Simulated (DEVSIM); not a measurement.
System: Schottky contact on p-type Ge, at 300 K.

Layer 1 from the left is Ge, thickness (μm) 0.350, Na (cm⁻³) 5.9e16, τn (s) 0.0005, τp (s) 0.0005.

Left contact: Schottky, work function 4.294 eV, emission velocity 1.8e6 cm/s. Right contact: ohmic. Voltage is applied to the left contact. Recombination: SRH at mid-gap, radiative. Mobility is constant in doping.

Constants are typed, rounded textbook-type inputs, not results; the design itself was drawn at random and stands for no fabricated device. Values at 300 K.

Ge: gap (eV) 0.664, affinity (eV) 4, permittivity 16, Nc (cm⁻³) 1.04e19, Nv (cm⁻³) 6e18, μn (cm²/Vs) 3900, μp (cm²/Vs) 1900, B (cm³/s) 6.4e-14.

Problem. Estimate by hand the built-in potential, the peak field at zero bias, and compare with a numerical solution.

Solution. 
- Built-in potential: barrier φB = 0.370 eV; Vbi = φB − kT/q ln(N_band/N) = 0.251 V; numerical 0.251 V.
- Peak field at zero bias: depletion approximation: W = √(2εVbi/(qN)) = 0.0867 μm with N = 5.90e16 cm⁻³; field = 2Vbi/W = 57800 V/cm; numerical 54400 V/cm (estimate above by 6.2 %).

Model (solved in DEVSIM): 1D drift-diffusion, Boltzmann statistics, complete ionisation; no tunnelling, impact ionisation, image-force lowering or self-heating. Metal contacts follow the ideal Schottky-Mott rule: no Fermi-level pinning, no interface dipoles.
